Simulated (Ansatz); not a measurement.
A self-consistent single point of AlNi (Cmm2, 2 atoms in the cell) with Ansatz (a quantum-chemistry and plane-wave program).

Method: PBEsol, PAW files made with PBE (plane waves; Ansatz).

```
CELL_PARAMETERS angstrom
      1.93288    -1.94733     0.00000
      1.93288     1.94733     0.00000
      0.00000     0.00000     3.09013
ATOMIC_POSITIONS crystal
  Al 0.00000 0.00000 0.01618
  Ni 0.50000 0.50000 0.50000
```

Reference input (self-consistent single point, DFT, PBEsol, plane waves, PAW files made with PBE): basis.ecutwfc = 30.9 Ry; kpoints.mp_grid.grid = 12 12 11; hamiltonian.xc = pbesol; hamiltonian.pseudopotentials = {kind: paw} (the program's default PAW files); scf.occupations.method = gaussian; scf.occupations.width = 0.0073 Ry. This run's input differs from it in these lines:

Ansatz 0.2 input:
```diff
@@ -11,3 +11,3 @@
 kpoints:
-  mp_grid: { grid: [12, 12, 11] }
+  mp_grid: { grid: [20, 20, 18] }
 hamiltonian:
@@ -16,3 +16,3 @@
 scf:
-  occupations: { method: gaussian, width: 0.0073 Ry }
+  occupations: { method: fermi_dirac, width: 0.0015 Ry }
 output:
```

Output (repeated stretches shortened):

```
SCF iter   1: F=—  HF=-6331.169606 eV  |F-HF|=—  |Δ(HF+E_count)|=         —  Δρ=7.35e-2  dr2=1.32e0  ethr=3.10e-3  ⟨swp⟩=4.3  Hψ=75545  notcnv=0
all-band conjugate gradients solve this SCF's bands
preconditioner: auto → none
SCF iter   2: F=—  HF=-6331.025951 eV  |F-HF|=—  |Δ(HF+E_count)|=   1.44e-1  Δρ=5.66e-2  dr2=8.24e-1  ethr=3.10e-3  ⟨swp⟩=2.0  Hψ=29950  notcnv=0  defer=366
   [... lines left out ...]
SCF iter   5: F=—  HF=-6330.822689 eV  |F-HF|=—  |Δ(HF+E_count)|=   2.52e-4  Δρ=5.15e-4  dr2=3.29e-5  ethr=1.81e-5  ⟨swp⟩=2.6  Hψ=26687  notcnv=0  defer=360
SCF iter   6: F=—  HF=-6330.822671 eV  |F-HF|=—  |Δ(HF+E_count)|=   1.83e-5  Δρ=1.11e-4  dr2=3.08e-6  ethr=1.57e-7  ⟨swp⟩=2.0  Hψ=28031  notcnv=0  defer=359
SCF iter   7: F=—  HF=-6330.822670 eV  |F-HF|=—  |Δ(HF+E_count)|=   1.00e-6  Δρ=2.85e-5  dr2=1.73e-7  ethr=1.47e-8  ⟨swp⟩=2.0  Hψ=23104  notcnv=0  defer=359
SCF iter   8: F=-6330.822670 eV  HF=-6330.822670 eV  |F-HF|=1.43e-9  |Δ(HF+E_count)|=   2.09e-8  Δρ=2.57e-6  dr2=1.12e-9  ethr=4.76e-10  ⟨swp⟩=5.5  Hψ=60038  notcnv=0
SCF 1 converged in 8 iterations: F = -6330.822670 eV  dr2 = 1.12e-9
Free energy (F): -6330.822670 eV
Internal energy: -6330.821578 eV  (E = F + TS)
E sigma→0 (E₀):  -6330.822124 eV
Entropy (-TS):   -0.001092 eV (-0.546 meV/atom)
Fermi energy:    14.205677 eV
--- Forces (eV/Å), atoms counted from 1 ---
  atom   1  Al     0.00000000     0.00000000    -0.33176673
  atom   2  Ni     0.00000000     0.00000000     0.33176738
--- Stress (GPa, compression-positive) ---
        5.274769       0.000000       0.000000
        0.000000       3.691578       0.000000
        0.000000       0.000000      -2.687980
  P = ⅓ Tr σ = 2.0928 GPa (20.928 kbar)
  The stress holds the Pulay correction. Without it, at fixed plane waves, as pw.x and ABINIT print it: P = 2.0487 GPa
```

The run converged in 8 iterations. Against the reference run the free energy goes up by 1.7 meV/atom, the pressure hardly changes (2.13 to 2.09 GPa) and the largest force stays at 0.332 eV/Å.

The starting cell comes from a database of computed structures (which also holds hypothetical and non-ambient phases and stackings), without a prior relaxation at this level. Its lattice was rescaled by up to half a per cent. One atom was moved a little off its site on purpose. Spin polarisation is off. Ansatz's pressure includes its estimate of the finite-basis (Pulay) stress.
